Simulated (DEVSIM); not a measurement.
Structure: abrupt Ge p-n junction, at 300 K.

Layer 1 from the left is Ge, thickness (μm) 14.0, Na (cm⁻³) 2.7e18, τn (s) 0.00042, τp (s) 0.00042. Layer 2 from the left is Ge, thickness (μm) 170, Nd (cm⁻³) 2.5e17, τn (s) 0.00042, τp (s) 0.00042.

Left contact: ohmic. Right contact: ohmic. Voltage is applied to the left contact. Recombination: SRH at mid-gap. Mobility is constant in doping.

The device is made up for the run: typed textbook-type constants, with dimensions and the other settings drawn at random. Values at 300 K.

Ge: gap (eV) 0.664, affinity (eV) 4, permittivity 16, Nc (cm⁻³) 1.04e19, Nv (cm⁻³) 6e18, μn (cm²/Vs) 3900, μp (cm²/Vs) 1900.

### Question
Estimate by hand the built-in potential, the peak field at zero bias, and compare with a numerical solution.

### Answer

- Built-in potential: ni = √(Nc Nv) exp(−Eg/2kT) = 2.09e13 cm⁻³ with Eg = 0.664 eV; Vbi = kT/q ln(Na Nd/ni²) = 0.547 V; numerical 0.547 V.
- Peak field at zero bias: depletion approximation: W = √(2εVbi/(qN)) = 0.0650 μm with N = 2.29e17 cm⁻³; field = 2Vbi/W = 168000 V/cm; numerical 164000 V/cm (estimate above by 2.7 %).

Model (solved in DEVSIM): 1D drift-diffusion, Boltzmann statistics, complete ionisation; no tunnelling, impact ionisation, image-force lowering or self-heating.
